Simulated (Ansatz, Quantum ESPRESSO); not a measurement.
# One structure in several programs: CoGa (Pm-3m, 2 atoms in the cell)

Self-consistent single point.

```
CoGa
1.0
    2.88000     0.00000     0.00000
    0.00000     2.88000     0.00000
    0.00000     0.00000     2.88000
Ga Co
1 1
Direct
  0.50000   0.50000   0.50000
  0.00000   0.00000   0.00000
```

Shared settings, as Ansatz (a program for electronic structure) writes them: kpoints.mp_grid.grid = 8 8 8; magnetization.spin_orbit = true; scf.occupations.method = fermi_dirac; scf.occupations.width = 0.1 eV. Potentials and cutoffs stand in the table.

| code | model | pressure (GPa) | cutoff |
|---|---|---|---|
| Quantum ESPRESSO | PBE, spin-orbit coupling, PseudoDojo fully relativistic norm-conserving (PBE) pseudopotentials | 0.99 | 100 Ry |
| Ansatz | PBE with spin-orbit coupling, default PAW files | 0.42 | default |

The spread over the programs that give each value: pressure within 0.57 GPa.

Ansatz's pressure is given at a fixed set of plane waves, as the other plane-wave codes print theirs; with its correction for the finite basis it is 0.54 GPa.

The starting cell has typed, rounded lattice constants, without a prior relaxation at this level.

Left out of this page: Elk, FLEUR and SIESTA (not drawn, or without a comparable value).

Keys are those of Ansatz 0.2.
